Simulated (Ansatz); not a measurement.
The reference is TiC in the rock salt structure (space group Fm-3m, No. 225; a = 4.329 Å; relaxed with 0.1 eV smearing). Axes: x, y, z lie along the cube axes.

Level of theory: Ansatz (an electronic-structure program), r2SCAN, PAW, cutoff 500 eV, spin-orbit coupling left out, earlier PAW set.

Strains are applied to the cell and any free atomic positions relax; under biaxial strain the out-of-plane vector relaxes too.

One change was made to it. Results:

The pressure goes from zero to 21.9 GPa; the energy rises by 45 meV/atom; the band gap stays zero.

Question: Name the change that was made.
A. isotropic strain +5.97 %
B. isotropic strain −2.38 %
C. uniaxial strain ε_yy = −3.76 %
D. biaxial strain −2.13 %, plane normal [111], relaxed out of plane
E. uniaxial strain ε_zz = +4.70 %

Answer: B, isotropic strain −2.38 %. For comparison, the energy relative to the base in the other runs: uniaxial strain ε_yy = −3.76 % gives +27 meV/atom; uniaxial strain ε_zz = +4.70 % gives +31 meV/atom; biaxial strain −2.13 %, plane normal [111], relaxed out of plane gives +17 meV/atom; isotropic strain +5.97 % gives +0.224 eV/atom.

Whether these cells are dynamically stable was not tested. All final runs are without spin polarisation.
